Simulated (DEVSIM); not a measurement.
Device: Al0.1Ga0.9As/GaAs p-n heterojunction, at 250 K.

```csv
layer (left to right),material,thickness (μm),Nd (cm⁻³),Na (cm⁻³),τn (s),τp (s)
1,Al0.1Ga0.9As,0.150,-,2.2e16,4.9e-10,4.9e-10
2,GaAs,8.40,1.5e16,-,4.9e-10,4.9e-10
```

Left contact: ohmic. Right contact: ohmic. Voltage is applied to the left contact. Recombination: SRH at mid-gap, radiative. Mobility is μmin + (μ − μmin)/(1 + (N/Nref)^α).

The device is made up for the run: typed textbook-type constants, with dimensions and the other settings drawn at random. Values at 300 K; Nc and Nv go as T^1.5, mobilities as T to minus their exponent, the gap by Varshni's rule with the affinity fixed.

```tsv
parameter	Al0.1Ga0.9As	GaAs
gap (eV)	1.5487	1.424
affinity (eV)	3.991	4.07
permittivity	12.62	12.9
Nc (cm⁻³)	5.17e17	4.7e17
Nv (cm⁻³)	9e18	9e18
μn (cm²/Vs)	6520	8500
μp (cm²/Vs)	317	400
μn,min	500	500
μp,min	20	20
Nref,n	6e16	6e16
Nref,p	1.5e17	1.5e17
αn	0.39	0.39
αp	0.38	0.38
T exponent of μn	2.1	2.1
T exponent of μp	2.2	2.2
B (cm³/s)	2e-10	2e-10
Varshni α (eV/K)	0.000541	0.000541
Varshni β (K)	204	204
```

DEVSIM, 1D drift-diffusion, Boltzmann statistics, complete ionisation; no tunnelling, impact ionisation, image-force lowering or self-heating. Band offsets follow the typed affinities; no thermionic-emission limit at abrupt steps, no polarisation charge.

Task: Tabulate band edges, carrier densities and field at -2.0 V on the left contact.

Result: Energies count from the Fermi level of the right contact; mesh points crowd at the junctions.

```json
[
 {"x (μm)": "0.000", "Ec (eV)": "3.447", "Ev (eV)": "1.876", "n (cm⁻³)": "< 1e2", "p (cm⁻³)": "2.2e16", "field (V/cm)": "-52000"},
 {"x (μm)": "0.006316", "Ec (eV)": "3.414", "Ev (eV)": "1.843", "n (cm⁻³)": "< 1e2", "p (cm⁻³)": "4.8e15", "field (V/cm)": "-53000"},
 {"x (μm)": "0.02039", "Ec (eV)": "3.337", "Ev (eV)": "1.767", "n (cm⁻³)": "< 1e2", "p (cm⁻³)": "1.3e14", "field (V/cm)": "-57000"},
 {"x (μm)": "0.04962", "Ec (eV)": "3.158", "Ev (eV)": "1.587", "n (cm⁻³)": "< 1e2", "p (cm⁻³)": "3.2e10", "field (V/cm)": "-66000"},
 {"x (μm)": "0.1148", "Ec (eV)": "2.660", "Ev (eV)": "1.090", "n (cm⁻³)": "< 1e2", "p (cm⁻³)": "< 1e2", "field (V/cm)": "-87000"},
 {"x (μm)": "0.1370", "Ec (eV)": "2.460", "Ev (eV)": "0.889", "n (cm⁻³)": "< 1e2", "p (cm⁻³)": "< 1e2", "field (V/cm)": "-94000"},
 {"x (μm)": "0.1470", "Ec (eV)": "2.365", "Ev (eV)": "0.794", "n (cm⁻³)": "< 1e2", "p (cm⁻³)": "< 1e2", "field (V/cm)": "-97000"},
 {"x (μm)": "0.1540", "Ec (eV)": "2.219", "Ev (eV)": "0.773", "n (cm⁻³)": "< 1e2", "p (cm⁻³)": "< 1e2", "field (V/cm)": "-95000"},
 {"x (μm)": "0.1661", "Ec (eV)": "2.107", "Ev (eV)": "0.661", "n (cm⁻³)": "< 1e2", "p (cm⁻³)": "< 1e2", "field (V/cm)": "-92000"},
 {"x (μm)": "0.1943", "Ec (eV)": "1.855", "Ev (eV)": "0.409", "n (cm⁻³)": "< 1e2", "p (cm⁻³)": "< 1e2", "field (V/cm)": "-86000"},
 {"x (μm)": "0.2608", "Ec (eV)": "1.328", "Ev (eV)": "-0.118", "n (cm⁻³)": "< 1e2", "p (cm⁻³)": "< 1e2", "field (V/cm)": "-72000"},
 {"x (μm)": "0.4928", "Ec (eV)": "0.219", "Ev (eV)": "-1.227", "n (cm⁻³)": "1.3e13", "p (cm⁻³)": "< 1e2", "field (V/cm)": "-23000"},
 {"x (μm)": "0.9636", "Ec (eV)": "0.068", "Ev (eV)": "-1.378", "n (cm⁻³)": "1.5e16", "p (cm⁻³)": "< 1e2", "field (V/cm)": "≈ 0"},
 {"x (μm)": "2.072", "Ec (eV)": "0.068", "Ev (eV)": "-1.378", "n (cm⁻³)": "1.5e16", "p (cm⁻³)": "< 1e2", "field (V/cm)": "≈ 0"},
 {"x (μm)": "5.520", "Ec (eV)": "0.068", "Ev (eV)": "-1.378", "n (cm⁻³)": "1.5e16", "p (cm⁻³)": "< 1e2", "field (V/cm)": "≈ 0"},
 {"x (μm)": "7.212", "Ec (eV)": "0.068", "Ev (eV)": "-1.378", "n (cm⁻³)": "1.5e16", "p (cm⁻³)": "< 1e2", "field (V/cm)": "≈ 0"},
 {"x (μm)": "7.985", "Ec (eV)": "0.068", "Ev (eV)": "-1.378", "n (cm⁻³)": "1.5e16", "p (cm⁻³)": "< 1e2", "field (V/cm)": "≈ 0"},
 {"x (μm)": "8.313", "Ec (eV)": "0.068", "Ev (eV)": "-1.378", "n (cm⁻³)": "1.5e16", "p (cm⁻³)": "< 1e2", "field (V/cm)": "≈ 0"},
 {"x (μm)": "8.477", "Ec (eV)": "0.068", "Ev (eV)": "-1.378", "n (cm⁻³)": "1.5e16", "p (cm⁻³)": "< 1e2", "field (V/cm)": "≈ 0"},
 {"x (μm)": "8.522", "Ec (eV)": "0.068", "Ev (eV)": "-1.378", "n (cm⁻³)": "1.5e16", "p (cm⁻³)": "< 1e2", "field (V/cm)": "≈ 0"},
 {"x (μm)": "8.540", "Ec (eV)": "0.068", "Ev (eV)": "-1.378", "n (cm⁻³)": "1.5e16", "p (cm⁻³)": "< 1e2", "field (V/cm)": "≈ 0"},
 {"x (μm)": "8.550", "Ec (eV)": "0.068", "Ev (eV)": "-1.378", "n (cm⁻³)": "1.5e16", "p (cm⁻³)": "< 1e2", "field (V/cm)": "≈ 0"}
]
```
